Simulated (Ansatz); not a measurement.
The reference is BeS in the zinc blende structure (space group F-43m, No. 216; a = 4.869 Å).

Level of theory: Kohn–Sham DFT with the r2SCAN functional, run in Ansatz (a first-principles code) with PAW and 500 eV plane waves, scalar-relativistic without spin-orbit coupling.

One change was made to it. Results:

The lattice parameter a drops by 0.266 Å (4.869 Å → 4.603 Å); the electron mass goes from 0.79 mₑ along k, 0.29 mₑ across (at X) to 0.75 mₑ along k, 0.26 mₑ across (at X); the band gap shrinks by 0.44 eV (3.59 eV → 3.15 eV).

### Question
Which of these changes matches the shifts?
A. pressure 4.5 GPa
B. pressure 22.5 GPa
C. pressure 9 GPa
D. pressure 0.9 GPa

### Answer
B, pressure 22.5 GPa. For comparison, the band gap in the other runs: pressure 4.5 GPa gives 3.49 eV; pressure 0.9 GPa gives 3.57 eV; pressure 9 GPa gives 3.40 eV.

Load acts through the strain it causes; cell and atoms are relaxed under it. Masses are band curvatures over ±0.01 Å⁻¹ around the edge. Along k means along the line from Γ to the band edge. Whether these cells are dynamically stable was not tested. Competing high-pressure phases were not computed.
